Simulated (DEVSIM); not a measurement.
Device: Ru/SiON/n-Ge capacitor, at 300 K.

```csv
layer (left to right),material,thickness (nm),Nd (cm⁻³)
1,SiON,3.60,-
2,Ge,9900,3.6e15
```

Metal gate on the left, work function 4.7 eV. Fixed charge at the semiconductor interface -1.1e11 cm⁻² (in units of +e); no interface traps.

Constants are typed, rounded textbook-type inputs, not results; the design itself was drawn at random and stands for no fabricated device. Values at 300 K; Nc and Nv go as T^1.5, mobilities as T to minus their exponent, the gap by Varshni's rule with the affinity fixed.

```tsv
parameter	SiON	Ge
gap (eV)	7	0.664
affinity (eV)	1.4	4
permittivity	5.5	16
Nc (cm⁻³)	-	1.04e19
Nv (cm⁻³)	-	6e18
Varshni α (eV/K)	-	0.000477
Varshni β (K)	-	235
```

Model (solved in DEVSIM): 1D Poisson equation in equilibrium, Boltzmann statistics, complete ionisation; no quantum confinement or tunnelling. Metal contacts follow the ideal Schottky-Mott rule: no Fermi-level pinning, no interface dipoles.

The temperature was swept, all else fixed.

| temperature (K) | threshold voltage (band bending 2φF) (V) | minimum of the low-frequency capacitance (μF/cm²) | flat-band voltage (V) |
|---|---|---|---|
| 250 | 0.17 | 0.0393 | 0.55 |
| 300 | 0.23 | 0.0501 | 0.51 |
| 350 | 0.29 | 0.0743 | 0.47 |
| 400 | 0.35 | 0.133 | 0.43 |
| 450 | 0.38 | 0.224 | 0.41 |
| 500 | 0.40 | 0.342 | 0.41 |

From the first row to the last the threshold voltage (band bending 2φF) goes from 0.17 to 0.40. From the first row to the last the minimum of the low-frequency capacitance goes from 0.0393 to 0.342.
